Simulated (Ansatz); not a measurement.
The starting structures come from a database of crystals and need not be the phases stable at ambient conditions.

Crystal: LiBi(PdO$_{2}$)$_{2}$ (P4/nmm, not sure to be the ambient phase, 16 atoms a cell, 13.6 Å³ an atom, -6 GPa at this level); planes in its conventional cell.

Calculation: r2SCAN (plane waves, PAW; Ansatz, an electronic-structure program).

The gap is the functional's own. No spin-orbit coupling. Mid-gap values are interpolated on the energy grid.

| plane | area of the cell (Å²) | mid-gap κ (1/Å) | largest κ in the gap (1/Å) |
|---|---|---|---|
| (111) | 66.0 | 0.18 | 0.20 |
| (001) | 49.2 | 0.20 | ___ |
| (110) | 43.9 | ___ | 0.18 |

**Question.** The slowest decay depends on the direction. Supply the withheld values.

**Answer.** 
- (001), largest κ in the gap (1/Å): 0.21
- (110), mid-gap κ (1/Å): 0.16
